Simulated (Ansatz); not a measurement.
Worked example: self-consistent single point of Y₂Ir (Fd-3m, 6 atoms in the cell) in Ansatz (a first-principles code).

Level of theory: PBEsol, default PAW files made with PBE (plane waves; Ansatz).

```yaml
crystal:
  lattice:
    - [0.00000, 4.75873, 4.75873]
    - [4.75873, 0.00000, 4.75873]
    - [4.75873, 4.75873, 0.00000]
  atoms:
    - { symbol: Y, position: [0.12500, 0.12500, 0.12500] }
    - { symbol: Y, position: [0.62500, 0.12500, 0.12500] }
    - { symbol: Y, position: [0.12500, 0.62500, 0.12500] }
    - { symbol: Y, position: [0.12500, 0.12500, 0.62500] }
    - { symbol: Ir, position: [0.75000, 0.75000, 0.75000] }
    - { symbol: Ir, position: [0.50000, 0.50000, 0.50000] }
```

Reference input (self-consistent single point, DFT, PBEsol, plane waves, default PAW files made with PBE): basis.ecutwfc = 420 eV; kpoints.mp_grid.grid = 6 6 6; hamiltonian.xc = pbesol; hamiltonian.pseudopotentials = {kind: paw} (the program's default PAW files); scf.occupations.method = cold; scf.occupations.width = 0.1 eV. This run's input differs from it in these lines:

Ansatz 0.2 input:
```diff
@@ -17,3 +17,3 @@
   mp_grid:
-    grid: [6, 6, 6]
+    grid: [4, 4, 4]
 hamiltonian:
```

Output, abridged:

```
SCF iter   1: F=—  HF=-38768.487962 eV  |F-HF|=—  |Δ(HF+E_count)|=         —  Δρ=4.54e-3  dr2=5.55e-2  ethr=1.77e-3  ⟨swp⟩=6.5  Hψ=1322  notcnv=0
all-band conjugate gradients solve this SCF's bands
preconditioner: auto → Kerker (q_TF=auto, 2.303 Å⁻¹)
SCF iter   2: F=—  HF=-38768.489904 eV  |F-HF|=—  |Δ(HF+E_count)|=   1.94e-3  S|Δr|=    0.00e0  Δρ=3.21e-3  dr2=3.71e-2  ethr=7.12e-5  ⟨swp⟩=1.9  Hψ=471  notcnv=0
   [... lines left out ...]
SCF iter   5: F=—  HF=-38768.486406 eV  |F-HF|=—  |Δ(HF+E_count)|=   4.36e-6  S|Δr|=    0.00e0  Δρ=6.33e-5  dr2=1.55e-5  ethr=4.07e-7  ⟨swp⟩=1.2  Hψ=370  notcnv=0
SCF iter   6: F=—  HF=-38768.486179 eV  |F-HF|=—  |Δ(HF+E_count)|=   2.27e-4  S|Δr|=    0.00e0  Δρ=1.50e-5  dr2=1.09e-6  ethr=1.99e-8  ⟨swp⟩=2.1  Hψ=465  notcnv=0
SCF iter   7: F=-38768.486179 eV  HF=-38768.486179 eV  |F-HF|=4.82e-8  |Δ(HF+E_count)|=   7.61e-9  S|Δr|=    0.00e0  Δρ=3.99e-6  dr2=5.96e-8  ethr=1.28e-10  ⟨swp⟩=18.0  Hψ=1529  notcnv=0
SCF 1 converged in 7 iterations: F = -38768.486179 eV  dr2 = 5.96e-8
Stability not checked (fill_not_monotonic)
Free energy (F): -38768.486179 eV
Internal energy: -38768.472861 eV  (E = F + TS)
E sigma→0 (E₀):  -38768.481740 eV
Entropy (-TS):   -0.013318 eV (-2.220 meV/atom)
Fermi energy:    7.675416 eV
--- Forces (eV/Å), atoms counted from 1 ---
  atom   1  Y      0.00000000    -0.00000000    -0.00000000
   [... zero for the other atoms too ...]
--- Stress (GPa, compression-positive) ---
      -13.062174      -0.000000      -0.000000
       -0.000000     -13.062174       0.000000
        0.000000      -0.000000     -13.062174
  P = ⅓ Tr σ = -13.0622 GPa (-130.622 kbar)
  The stress holds the Pulay correction. Without it, at fixed plane waves, as pw.x and ABINIT print it: P = -13.0692 GPa
```

The run converged in 7 iterations. Against the reference run the free energy rises by 4.4 meV/atom and the pressure moves little (-13.02 to -13.06 GPa).

The starting cell was generated: these elements placed on a structure prototype, without a prior relaxation; it need not be a known phase or ordering of this composition. Spin polarisation is off. With a pressure of about -13 GPa the cell is away from its equilibrium volume at this level. Ansatz's pressure includes its estimate of the finite-basis (Pulay) stress.
